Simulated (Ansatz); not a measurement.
Input and output of a zone-centre phonon calculation for CuAgO2 (C2/m, 4 atoms in the cell) (Ansatz, an electronic-structure program).

Level of theory: LDA (PW92), default PAW files made with PBE (plane waves; Ansatz).

```
CuAgO2
1.0
    3.29558    -1.41972     0.00000
    3.29558     1.41972     0.00000
   -2.38086     0.00000     5.55598
Cu Ag O
1 1 2
Direct
  0.50000   0.50000   0.50000
  0.00000   0.00000   0.00000
  0.87545   0.87545   0.28377
  0.12455   0.12455   0.71623
```

Reference input (self-consistent single point, DFT, LDA (PW92), plane waves, default PAW files made with PBE): basis.ecutwfc = 420 eV; kpoints.mp_grid.grid = 11 11 5; hamiltonian.xc = lda; hamiltonian.pseudopotentials = {kind: paw} (the program's default PAW files); scf.occupations.method = gaussian; scf.occupations.width = 0.1 eV. This run's input differs from it in these lines:

Ansatz 0.2 input:
```diff
@@ -14,3 +14,3 @@
   mp_grid:
-    grid: [11, 11, 5]
+    grid: [10, 10, 5]
 hamiltonian:
@@ -23,6 +23,4 @@
     width: 0.1
-output:
-  forces: true
-  eigenvalues: true
-  stress: true
+phonons:
+  method: dfpt
```

Output (repeated stretches shortened):

```
SCF iter   1: F=—  HF=-15120.539703 eV  |F-HF|=—  |Δ(HF+E_count)|=         —  Δρ=2.13e-2  dr2=1.88e-1  ethr=1.77e-3  ⟨swp⟩=5.4  Hψ=16022  notcnv=0
all-band conjugate gradients solve this SCF's bands
preconditioner: auto → LDOS
SCF iter   2: F=—  HF=-15120.563969 eV  |F-HF|=—  |Δ(HF+E_count)|=   2.43e-2  Δρ=2.73e-2  dr2=2.33e-1  ethr=3.77e-4  ⟨swp⟩=2.0  Hψ=9218  notcnv=0  defer=88
   [... lines left out ...]
SCF iter   9: F=—  HF=-15120.484355 eV  |F-HF|=—  |Δ(HF+E_count)|=   3.39e-8  Δρ=7.20e-6  dr2=2.03e-8  ethr=5.71e-10  ⟨swp⟩=1.1  Hψ=4154  notcnv=0  defer=88
SCF iter  10: F=—  HF=-15120.484355 eV  |F-HF|=—  |Δ(HF+E_count)|=   2.37e-9  Δρ=1.73e-6  dr2=8.64e-10  ethr=4.07e-11  ⟨swp⟩=1.0  Hψ=4145  notcnv=0  defer=88
SCF iter  11: F=—  HF=-15120.484355 eV  |F-HF|=—  |Δ(HF+E_count)|=  3.64e-12  Δρ=1.95e-7  dr2=1.27e-11  ethr=1.73e-12  ⟨swp⟩=2.0  Hψ=5846  notcnv=0  defer=88
SCF iter  12: F=-15120.484355 eV  HF=-15120.484355 eV  |F-HF|=3.64e-12  |Δ(HF+E_count)|=  1.82e-12  Δρ=7.80e-8  dr2=2.40e-12  ethr=1.00e-12  ⟨swp⟩=7.5  Hψ=18665  notcnv=0
SCF 1 converged in 12 iterations: F = -15120.484355 eV  dr2 = 2.40e-12
DFPT response loops at Γ: preconditioner auto → Kerker (q_TF=auto, 2.711 Å⁻¹) (partly filled bands, converged f_vac=0.038) …
WARN: q = [0.0000, 0.0000, 0.0000]: the response loops show signs that the electronic state is unstable, or barely stable, against a charge, spin or orbital …
Free energy (F): -15120.484355 eV
Internal energy: -15120.475920 eV  (E = F + TS)
E sigma→0 (E₀):  -15120.480137 eV
Entropy (-TS):   -0.008434 eV (-2.109 meV/atom)
Fermi energy:    9.692486 eV
   [... lines left out ...]
  ASR residual: 6.134e-5 → 0.000e0 eV/Å²; symmetrization residual: 8.864e-6 eV/Å²
  ASR residual per site (eV/Å²): 6.13e-5 1.43e-5 2.94e-5 2.94e-5
  Γ frequencies (cm⁻¹): 0.00 0.00 0.00 70.18 83.03 185.77 193.00 347.20 374.05 460.37 505.06 533.94
  non-analytic LO–TO correction: not included (Born effective charges unavailable; polar crystals: no LO–TO splitting at Γ)
```

The run converged in 12 iterations. 

Summary of the result:
```
Property                                                                                              Result
--------------------------------------------------------  --------------------------------------------------
Free energy E − TS (on the zero of these files)                                               -15120.4844 eV
Fermi level (on the code's own zero)                                                                 9.69 eV
Zone-centre frequencies (cm⁻¹; negative means imaginary)  0, 0, 0, 70, 83, 186, 193, 347, 374, 460, 505, 534
```

The starting cell comes from a database of computed structures (which also holds hypothetical and non-ambient phases and stackings), without a prior relaxation at this level. Its lattice was rescaled by up to half a per cent. Spin polarisation is off, so a magnetic state, if there is one, cannot be reached.

Cost on one core of a shared machine: roughly 3 min.
